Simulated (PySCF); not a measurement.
PySCF 2.14.0, PBE/def2-svp, df: Y(Br)(OSiH3)2 ([SiH3][O][Y]([Br])[O][SiH3]), 12 atoms. The geometry is a generated start, not checked to be a minimum at this level.

| Item | Result |
|---|---|
| task | energy |
| method | pbe |
| basis | def2-svp |
| two-electron scheme | density fitting |
| mol.max_memory | 3000 MB |
| mf.max_cycle | 100 |
| mf.init_guess | minao (default) |
| mf.DIIS | CDIIS (default) |
| mf.conv_tol | 1e-09 (default) |
| mf.grids.level | 3 (default) |
| effective core potentials | those of the basis set, past Kr |
| basis functions | 157 |
| grid points | 167672 |

```xyz
12

Y     -0.9094    -0.2452     0.9244
Br    -0.4372     0.7568     3.1743
O      0.7844    -1.1469     0.5864
Si     1.9755    -2.2305     0.6737
H      3.2469    -1.5072     0.7393
H      1.8800    -3.0759    -0.5240
H      1.7574    -3.0455     1.8848
O     -1.2532     1.3263    -0.1971
Si    -1.6628     2.1293    -1.5376
H     -0.6679     3.1795    -1.7635
H     -3.0038     2.6797    -1.2944
H     -1.7099     1.1797    -2.6662
```

Charge 0 and multiplicity 1 are set for this test and not shown to be the ground state.

One run each on 2 threads, 1 BLAS thread. Values of diis_space tried: 3, 5, 8 (default), 12, 20.

### Question
Which value of diis_space needs the fewest Fock builds, and what happens away from it?

### Answer
Fewest Fock builds, within one of each other: 8 (default) with 17, 12 with 17, 20 with 17. The count rises to 36 at 3. All converge to one solution.

| diis_space | Fock builds | end |
|---|---|---|
| 3 | 36 | same solution |
| 5 | 22 | same solution |
| 8 (default) | 17 | same solution |
| 12 | 17 | same solution |
| 20 | 17 | same solution |
